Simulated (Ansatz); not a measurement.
The reference is AlN in the wurtzite structure (space group P6_3mc, No. 186; a = 3.1138 Å, c = 4.9833 Å).

Level of theory: PBEsol, PAW, 420 eV (Ansatz, an electronic-structure program; no SOC).

Before the change:

- Valence-band top at Γ = 0.00, -0.22, -0.22 eV
- Band gap = 4.09 eV
- Shortest interatomic distance = 1.891 Å
- Width of the top valence band = 2.41 eV

One thing is altered: hydrostatic tension (pressure −2 GPa).

Q: Estimate the effect on the valence-band top at Γ, band gap, shortest interatomic distance and width of the top valence band.

A: The valence-band top at Γ (three highest levels, from the VBM) becomes 0.00, -0.21, -0.21 eV (base: 0.00, -0.22, -0.22 eV); the band gap shrinks by 0.08 eV to 4.01 eV; the shortest interatomic distance grows by 0.0064 Å, from 1.891 Å to 1.898 Å; the width of the top valence band falls by 0.02 eV to 2.39 eV.

Load acts through the strain it causes; cell and atoms are relaxed under it. No phonon test of stability was made.
